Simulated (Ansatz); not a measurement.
Levels about the gap of amorphous Hf10Si10O31N6 (57 atoms in a cell of 793 Å³, 5.54 g/cm³; zone centre alone, so wide bands show as single levels with stretches between that a denser mesh fills), at the geometry that PBE relaxed, where it gives 0.0 GPa on a denser mesh. The participation number counts the atoms over which a state spreads; weights are charges in smoothed Voronoi cells. The levels come from a single point, so bond lengths are those of that geometry. Method of the levels: PBE, scalar-relativistic without spin-orbit coupling (Ansatz, a program for electronic structure). Sampling: the zone centre alone; Fermi-Dirac width 0.02 eV; no spin polarisation. At PBE the levels at the filled edge of the gap are localised (band-tail or defect states), and the nearest spread-out levels lie 3.8 eV apart at the zone centre.

Preparation: random packing, a CHGNet melt and quench, and a DFT relaxation. O and N atoms were pushed apart under 1.9 Å during the dynamics, to hinder bonds among them. The hot cell started wider than the set density and was brought back towards it in steps. It is the lowest in DFT energy of 2 quenches. It is a model cell: composition and starting density were chosen by hand, and all elements were melted together. No dispersion term was used. Its density started from a set value of 5.73 and ended at 5.54 g/cm³. The quench (nominally 300 K/ps over its main leg) was far faster than any real one, so the model tends to hold more defects than a real film. Values belong to this one cell and scatter from quench to quench. Volume and shape were free in the relaxation.

```
E - E(highest filled), eV  filling  participation number        largest on  weight N  weight Hf  weight O  weight Si
-------------------------  -------  --------------------  ----------------  --------  ---------  --------  ---------
-0.92                       filled                  14.1   N, 3 neighbours      0.37       0.07      0.53       0.03
-0.80                       filled                  13.2   N, 3 neighbours      0.43       0.06      0.47       0.03
-0.69                       filled                   8.4   N, 3 neighbours      0.59       0.10      0.27       0.03
-0.58                       filled                  11.1   N, 3 neighbours      0.43       0.06      0.49       0.03
-0.37                       filled                   5.0   N, 3 neighbours      0.46       0.05      0.46       0.03
-0.26                       filled                   3.0   N, 3 neighbours      0.60       0.05      0.31       0.04
0.00                        filled                   3.2   N, 3 neighbours      0.71       0.08      0.18       0.03
3.20                         empty                  10.8  Hf, 5 neighbours      0.06       0.50      0.41       0.04
3.39                         empty                  15.3  Hf, 5 neighbours      0.09       0.57      0.29       0.05
3.63                         empty                  15.8  Hf, 5 neighbours      0.08       0.58      0.32       0.03
3.66                         empty                  18.9  Hf, 5 neighbours      0.06       0.59      0.30       0.04
3.84                         empty                  15.9  Hf, 5 neighbours      0.05       0.59      0.32       0.03
3.98                         empty                  14.8  Hf, 5 neighbours      0.04       0.55      0.37       0.04
4.07                         empty                  14.1  Hf, 5 neighbours      0.04       0.61      0.32       0.03
```

Most localised among these is the filled level at -0.26 eV, on a N atom, which has 3 neighbours (Si 1.67 Å, Hf 2.04 Å, Hf 2.12 Å).
